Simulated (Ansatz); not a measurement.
Levels about the gap of amorphous Si30N40Ru (71 atoms in a cell of 801 Å³, 3.12 g/cm³; zone centre alone, so wide bands show as single levels with stretches between that a denser mesh fills), at the geometry that PBE relaxed, where it gives 6.7 GPa on a denser mesh. The participation number counts the atoms over which a state spreads; weights are charges in smoothed Voronoi cells. The levels come from a single point, so bond lengths are those of that geometry. Method of the levels: PBE, scalar-relativistic without spin-orbit coupling (Ansatz, a program for electronic structure). Sampling: the zone centre alone; Fermi-Dirac width 0.01 eV; collinear spin, started from moments on atoms; no Hubbard U, moments started parallel, and no other order was tried (the moments died out). At PBE the levels at the filled edge of the gap are localised (band-tail or defect states), and the nearest spread-out levels lie 3.3 eV apart at the zone centre.

Preparation: random packing, a CHGNet melt and quench, and a DFT relaxation. N atoms were pushed apart under 1.9 Å during the dynamics, to hinder bonds among them. The hot cell started wider than the set density and was brought back towards it in steps. It is the lowest in DFT energy of 2 quenches. It is a model cell: composition and starting density were chosen by hand, and all elements were melted together. No dispersion term was used. Its density started from a set value of 3.12 and ended at 3.12 g/cm³. The simulated quench (nominally 380 K/ps over its main leg) is rapid and tends to freeze in more defects than a deposited or slowly cooled glass has. One small periodic cell is one sample of the glass; other quenches scatter about these values. The volume was held where the preparation left it and the shape relaxed, at a PBE pressure of 6.7 GPa. Stress components on the final sampling reach 6.7 GPa.

```tsv
E - E(highest filled), eV	filling	spin	participation number	largest on	weight N	weight Ru	weight Si
-1.61	filled	up	10.8	N, 3 neighbours	0.78	0.09	0.13
-0.72	filled	dn	1.9	Ru, 5 neighbours	0.18	0.72	0.10
-0.72	filled	up	1.9	Ru, 5 neighbours	0.18	0.72	0.10
-0.45	filled	dn	1.8	Ru, 5 neighbours	0.17	0.74	0.09
-0.45	filled	up	1.8	Ru, 5 neighbours	0.17	0.74	0.09
0.00	filled	dn	2.1	Ru, 5 neighbours	0.24	0.68	0.08
0.00	filled	up	2.1	Ru, 5 neighbours	0.24	0.68	0.08
0.90	empty	up	49.2	Si, 4 neighbours	0.49	0.05	0.46
0.90	empty	dn	49.2	Si, 4 neighbours	0.49	0.05	0.46
1.44	empty	dn	23.1	Ru, 5 neighbours	0.41	0.15	0.45
1.44	empty	up	23.1	Ru, 5 neighbours	0.41	0.15	0.45
1.51	empty	dn	26.0	Ru, 5 neighbours	0.39	0.14	0.46
1.51	empty	up	26.0	Ru, 5 neighbours	0.39	0.14	0.46
1.75	empty	up	36.5	Si, 4 neighbours	0.44	0.02	0.54
```

Most localised among these is the filled level at -0.45 eV, on a Ru atom, which has 5 neighbours (N 2.10 Å, N 2.15 Å, N 2.23 Å, N 2.27 Å, Si 2.29 Å).
